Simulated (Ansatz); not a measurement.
The cell is built on a prototype and need not be the phase stable at ambient conditions.

By PBEsol, the system below comes out a metal.

Without scattering a metal conducts by its projected Fermi surface.

```
Sn
1.0
    6.02193     0.00000     0.00000
    0.00000     8.51629     0.00000
    0.00000     4.25815     4.25815
Sn
8
Cartesian
  3.01096   7.45176   1.06454
  3.01096   5.32268   3.19361
  4.51645   2.12907   2.12907
  1.50548   2.12907   2.12907
  0.00000   7.45176   3.19361
  0.00000   5.32268   1.06454
  0.00000   0.00000   0.00000
  3.01096   4.25815   0.00000
```

Space group of this cell: Pm-3n. The cell was relaxed by PBE-D3(BJ); by PBEsol its mean pressure is -0.7 GPa.

The current flows along the normal of the first two printed cell vectors. No spin-orbit coupling; the value is a mean over 0.1 eV about the Fermi level.

Task: Compute, with Ansatz (a quantum-chemistry and plane-wave program) with PBEsol, the ballistic conductance per area.

Result: 0.95 × 10¹⁵ S/m² for both spins.
